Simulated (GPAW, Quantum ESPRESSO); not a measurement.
A Quantum ESPRESSO input for a self-consistent single point of ZrNi5 (F-43m, 6 atoms in the cell) (DFT, LDA (PZ), plane waves, PSlibrary PAW (LDA) pseudopotentials):

```fortran
&control
   calculation = 'scf',
   prefix = 'scf',
   outdir = './out',
   pseudo_dir = './',
   tprnfor = .true.,
   tstress = .true.,
/
&system
   ibrav = 2,
   celldm(1) = 12.26826452,
   nat = 6,
   ntyp = 3,
   ecutwfc = 55,
   ecutrho = 330,
   occupations = 'smearing',
   smearing = 'gauss',
   degauss = 0.019992,
   nspin = 2,
   starting_magnetization(2) = 0.200,
/
&electrons
   conv_thr = 1e-10,
   mixing_beta = 0.4,
/
ATOMIC_SPECIES
Zr    91.2240  Zr.pz-spn-kjpaw_psl.1.0.0.UPF
Ni1   58.6934  Ni.pz-n-kjpaw_psl.1.0.0.UPF
Ni2   58.6934  Ni.pz-n-kjpaw_psl.1.0.0.UPF
ATOMIC_POSITIONS crystal
Zr    0.00000000    0.00000000    0.00000000
Ni1   0.25000000    0.25000000    0.25000000
Ni2   0.62347000    0.62347000    0.62347000
Ni2   0.12959000    0.62347000    0.62347000
Ni2   0.62347000    0.62347000    0.12959000
Ni2   0.62347000    0.12959000    0.62347000
K_POINTS automatic
6 6 6  0 0 0
```

Q: Write the same calculation as an input for GPAW.

A: One input that does it (others would too):

```python
from ase import Atoms
from ase.units import GPa
from gpaw import GPAW, PW

atoms = Atoms(['Zr', 'Ni', 'Ni', 'Ni', 'Ni', 'Ni'],
              cell=[[0.000000, 3.246043, 3.246043],
                    [3.246043, 0.000000, 3.246043],
                    [3.246043, 3.246043, 0.000000]],
              scaled_positions=[[0.000000, 0.000000, 0.000000],
                                [0.250000, 0.250000, 0.250000],
                                [0.623470, 0.623470, 0.623470],
                                [0.129590, 0.623470, 0.623470],
                                [0.623470, 0.623470, 0.129590],
                                [0.623470, 0.129590, 0.623470]],
              pbc=True)

atoms.set_initial_magnetic_moments([0.0, 2.0, 0.0, 0.0, 0.0, 0.0])

calc = GPAW(spinpol=True,
            mode=PW(850),
            xc='LDA',
            kpts={'size': (6, 6, 6), 'gamma': True},
            occupations={'name': 'methfessel-paxton', 'width': 0.272, 'order': 0},
            nbands=-14,
            symmetry={'symmorphic': False, 'tolerance': 0.0005},
            maxiter=120)

atoms.calc = calc

energy = atoms.get_potential_energy()
print('Energy (eV):', round(energy, 6))
forces = atoms.get_forces()
print('Forces (eV/Ang):')
print(forces.round(5))
stress = atoms.get_stress()
print('Stress (GPa, Voigt):', (stress / GPa).round(4))
```

Basis settings and potentials, where a program has them, do not carry over. This input uses DFT LDA (Perdew-Wang 92), plane waves, GPAW PAW datasets LDA (gpaw-data 1.0.1). LDA parametrisations can differ slightly between programs.

The starting cell comes from a database of computed structures (which also holds hypothetical and non-ambient phases and stackings), without a prior relaxation at this level. Its lattice was rescaled by a random factor within 2.5 % of one.
